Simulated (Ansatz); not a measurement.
Crystal: Zr(MoO₄)₂ (P-3m1, not sure to be the ambient phase, 11 atoms a cell, 16.3 Å³ an atom, -2 GPa at this level); planes in its conventional cell.

Method: PBEsol (plane waves, PAW; Ansatz, a quantum-chemistry and plane-wave program).

The gap is the functional's own, uncorrected, and κ follows it; spin-orbit coupling is left out. Mid-gap values are interpolated between the computed energies.

```json
[
 {"plane": "(111)", "area of the cell (Å²)": "67.8", "mid-gap κ (1/Å)": "0.37", "largest κ in the gap (1/Å)": "0.39"},
 {"plane": "(110)", "area of the cell (Å²)": "60.7", "mid-gap κ (1/Å)": "[?]", "largest κ in the gap (1/Å)": "[?]"}
]
```

Question: The slowest decay depends on the direction. Supply the withheld values.

Answer: 
- (110), mid-gap κ (1/Å): 0.34
- (110), largest κ in the gap (1/Å): 0.35
